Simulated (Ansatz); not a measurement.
Here is the system:

```
SrO
1.0
    0.00000     2.56121     2.59963
    2.56121     0.00000     2.59963
    2.56121     2.56121     0.00000
Sr O
1 1
Cartesian
  0.00000   0.00000   0.00000
  2.56121   2.56121   2.59963
```

No spin polarisation.

All numbers come from PBEsol (Ansatz, an electronic-structure program), no spin-orbit coupling. Γ-centred 11×11×11 mesh, Fermi–Dirac width 0.05 eV.

### Question
Predict the pressure (mean of the normal stresses, compression positive).

### Answer
-1.31 GPa.

### Question
Estimate the band gap.

### Answer
3.17 eV.

### Question
Predict the smallest direct gap.

### Answer
3.25 eV.

The cells carry an imposed strain or load. Whether these cells are dynamically stable was not tested. The cell was made from SrO in the rock salt structure (space group Fm-3m, No. 225) by this change: uniaxial strain ε_zz = +1.50 %.
